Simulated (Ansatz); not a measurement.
## Input and output of a self-consistent single point for LiHF2 (R3m, 4 atoms in the cell) (Ansatz)

Method: PBEsol, default PAW files made with PBE (plane waves; Ansatz, a first-principles code).

The input file:

Ansatz 0.2 input:
```yaml
crystal:
  lattice:
    - [1.46258400, 0.84442300, 4.35359000]
    - [-1.46258400, 0.84442300, 4.35359000]
    - [0.00000000, -1.68884600, 4.35359000]
  atoms:
    - { symbol: Li, position: [0.00382800, 0.00382800, 0.00382800] }
    - { symbol: H, position: [0.50000000, 0.50000000, 0.50000000] }
    - { symbol: F, position: [0.41330700, 0.41330700, 0.41330700] }
    - { symbol: F, position: [0.58669300, 0.58669300, 0.58669300] }
basis:
  ecutwfc: 420.0 eV
kpoints:
  mp_grid: { grid: [10, 10, 10] }
hamiltonian:
  xc: pbesol
  pseudopotentials: { kind: paw }
scf:
  occupations: { method: fixed }
output:
  forces: true
  eigenvalues: true
  stress: true
```

Log, with long lists cut:

```
WARN ansatz: RAYON_NUM_THREADS=1 ignored (pool sized by the plan → 1); use --threads N
basis.fft_grid_basis auto: the FFT boxes are laid along the combinations [[1, 0, -1], [0, 1, -1], [0, 0, 1]] of the cell's own vectors, 2.925, 2.925 and 4.670 …
Pseudopotentials: kind: paw
Pseudopotential: Li, paw, valence charge 3
Pseudopotential: H, paw, valence charge 1
Pseudopotential: F, paw, valence charge 7
Crystal: 4 atoms, lattice volume = 32.261 Å³
Basis set: ecut = 420 eV, 645 PW (Γ), FFT grids on a1−a3, a2−a3, a3, exchange–correlation on 40×40×64 points (8 copies of the dense FFT grid, shifted against one another)
Bands: 13, of which v1, the nominal top of the filled ones, is band 9 counted from 1 (8 counted from 0)
Symmetry: 6 space group operations
Space group: R3m (ITA 160), of the structure as read, at distance tolerance 3.2e-5 Å
k-points: 116 of 1000 (time reversal used)
PAW frozen core: F, regenerated for the run's functional, and the local potential with it
Initial density: superposition of atomic densities (neutral atoms: chi_scale 0, normalization atom), corrected by the library's trained network
Initial wavefunctions: pseudopotential atomic-orbital guess
Eigensolver: davidson
Functional: x = pbesol(κ = 0.804, μ = 0.12345679012345678), c = pbesol(β = 0.046)
SCF iter   1: F=—  HF=-1823.345490 eV  |F-HF|=—  |Δ(HF+E_count)|=         —  Δρ=1.24e-2  dr2=2.90e-2  ethr=1.77e-3  ⟨swp⟩=4.0  Hψ=7433  notcnv=0  defer=159
all-band conjugate gradients solve this SCF's bands
preconditioner: auto → none
SCF iter   2: F=—  HF=-1823.337490 eV  |F-HF|=—  |Δ(HF+E_count)|=   8.00e-3  Δρ=4.16e-3  dr2=2.62e-3  ethr=1.61e-4  ⟨swp⟩=2.1  Hψ=3411  notcnv=0  defer=232
SCF iter   3: F=—  HF=-1823.336715 eV  |F-HF|=—  |Δ(HF+E_count)|=   7.75e-4  Δρ=8.17e-4  dr2=7.71e-5  ethr=1.46e-5  ⟨swp⟩=2.0  Hψ=2430  notcnv=0  defer=232
SCF iter   4: F=—  HF=-1823.336817 eV  |F-HF|=—  |Δ(HF+E_count)|=   1.03e-4  Δρ=1.86e-4  dr2=4.91e-6  ethr=4.29e-7  ⟨swp⟩=2.0  Hψ=2784  notcnv=0  defer=232
SCF iter   5: F=—  HF=-1823.336823 eV  |F-HF|=—  |Δ(HF+E_count)|=   6.08e-6  Δρ=7.71e-5  dr2=9.48e-7  ethr=2.73e-8  ⟨swp⟩=2.5  Hψ=2455  notcnv=0  defer=232
SCF iter   6: F=-1823.336824 eV  HF=-1823.336824 eV  |F-HF|=1.94e-7  |Δ(HF+E_count)|=   4.64e-7  Δρ=2.23e-5  dr2=5.63e-8  ethr=5.56e-10  ⟨swp⟩=5.9  Hψ=8213  notcnv=0
SCF 1 converged in 6 iterations: F = -1823.336824 eV  dr2 = 5.63e-8
SCF converged after 6 iterations
Free energy (F): -1823.336824 eV
Harris-Foulkes:  -1823.336824 eV  (|F-HF|=1.94e-7)
Internal energy: -1823.336824 eV  (E = F + TS)
E sigma→0 (E₀):  -1823.336824 eV
Fermi energy:    -0.724345 eV
--- Per-component energies (eV) ---
  E_band       = -194.907463
  E_kinetic    = 449.552284
  E_local      = -1346.626371  (includes V_loc(G=0)·N_el)
  E_nonlocal   = 116.431986
  E_hartree    = 479.632404
  E_xc         = -177.252684
  E_vxc        = -228.813568  (∫ρ·V_xc dr)
  E_paw        = -408.068034  (= ΣΔE_a)
  E_vpaw       = -144.721941  (= ΣTr[D̂ρ^β])
  E_aug_tail   = 0.003460  (compensation charges beyond the density's cutoff)
  E_ewald      = -937.094754
  E_core_change = 0.084885  (= ΣΔE_core)
  E_smearing   = -0.000000  (= −TS)
  E_closure    = -0.000000  (closes the sum)
  Σ components = -1823.336824   (vs F -1823.336824, Δ=0.00e0)
--- Forces (eV/Å), atoms counted from 1 ---
  atom   1  Li    -0.00000000    -0.00000000    -0.21353156
  atom   2  H      0.00000000     0.00000000     0.22603292
  atom   3  F     -0.00000000    -0.00000000    -0.14369463
  atom   4  F      0.00000000     0.00000000     0.13112044
  max |Σ_I F_I| component: 7.28e-5 eV/Å
--- Stress (GPa, compression-positive) ---
        2.462148       0.000000       0.000000
        0.000000       2.462148       0.000000
        0.000000       0.000000       3.938697
  P = ⅓ Tr σ = 2.9543 GPa (29.543 kbar)
  The stress holds the Pulay correction. Without it, at fixed plane waves, as pw.x and ABINIT print it: P = 2.1015 GPa
--- Band table (eV; the first three rows and the last of 116) ---
  k-point 0: bands = ["-40.5685", "-21.8327", "-20.2940", "-6.6037", "-1.2490", "-1.2490", "-1.0345", "-0.8874", "-0.8874", "7.5918", "12.3491", "16.4068", "17.9178"]
  k-point 1: bands = ["-40.5652", "-21.8019", "-20.2789", "-6.5539", "-1.5038", "-1.2886", "-1.1287", "-0.9545", "-0.9251", "7.9048", "12.6755", "16.2869", "17.7583"]
  k-point 2: bands = ["-40.5566", "-21.7198", "-20.2396", "-6.4232", "-2.0941", "-1.4575", "-1.3895", "-1.0549", "-1.0257", "8.6943", "13.5215", "15.8402", "17.4814"]
  k-point 115: bands = ["-40.5682", "-21.5859", "-20.6389", "-5.4540", "-2.6154", "-1.3975", "-1.3975", "-0.7243", "-0.7243", "8.5361", "11.7260", "15.3377", "19.1741"]
```

The run converged in 6 iterations.

The starting cell comes from a database of computed structures (which also holds hypothetical and non-ambient phases and stackings), without a prior relaxation at this level. Its lattice was rescaled by up to half a per cent. One atom was moved a little off its site on purpose. Ansatz's pressure includes its estimate of the finite-basis (Pulay) stress. Without the estimate this run gives 2.10 GPa.
